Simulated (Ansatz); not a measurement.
System: CsCl-type NiAl. Method: r²SCAN-D4 (PAW; Ansatz, an electronic-structure program).

Settings: plane-wave cutoff 560 eV, 20×20×20 k mesh, Fermi–Dirac smearing 0.05 eV, no spin polarisation, scalar-relativistic PAW data made under PBE.

Pressure at four volumes; x = ln(V/11.620 Å³). One pressure is withheld.

```json
[
 {"V (Å³/atom)": "10.923", "x": "-0.0619", "P (GPa)": "12.78"},
 {"V (Å³/atom)": "11.620", "x": "0.0000", "P (GPa)": "0.00"},
 {"V (Å³/atom)": "12.085", "x": "0.0392", "P (GPa)": "-6.50"},
 {"V (Å³/atom)": "12.317", "x": "0.0583", "P (GPa)": "?"}
]
```

Question: Pass a parabola P(x) through the three rows shown, estimate the bulk modulus and its pressure derivative near zero pressure, and predict the withheld pressure.

Answer: Slopes between the rows: (0.00 − (12.78))/(0.0000 − (-0.0619)) = -206.46 and (-6.50 − (0.00))/(0.0392 − (0.0000)) = -165.82 GPa. Their difference over the span 0.1011 is c = 40.64/0.1011 = 402.0 GPa, so P(x) = 12.78 + (-206.46)(x − (-0.0619)) + 402.0 (x − (-0.0619))(x − (0.0000)). At the middle row B = −dP/dx = −[-206.46 + 402.0 × 0.0619] = 181.6 GPa, and B′ = dB/dP = 2c/B = 4.4. At x = 0.0583 the parabola gives -9.22 GPa; the run gives -9.26 GPa. The Birch–Murnaghan fit to the energies at all volumes has B0 = 181 GPa and B′ = 4.4.

Measured, for comparison: bulk modulus 156 GPa (room temperature, no zero-point or thermal correction; as tabulated in Yamada et al. (2019), arXiv:1910.09660). Computed (rounded) less measured: bulk modulus +16 %.
